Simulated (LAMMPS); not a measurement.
Quenches at 1e+13 K/s across the composition of Ni (fcc) with a share x of Ni sites Pt; each row starts from its own melt temperature.

Method: classical MD, pair style eam, the elements' _u3.eam files (universal-3 set of Foiles, Baskes and Daw); code LAMMPS.

```csv
x,density,state
0.25,12.4 g/cm³ (one sample),glass
0.5,15.8 g/cm³ (one sample),glass
0.75,18.6 g/cm³ (one sample),glass
```
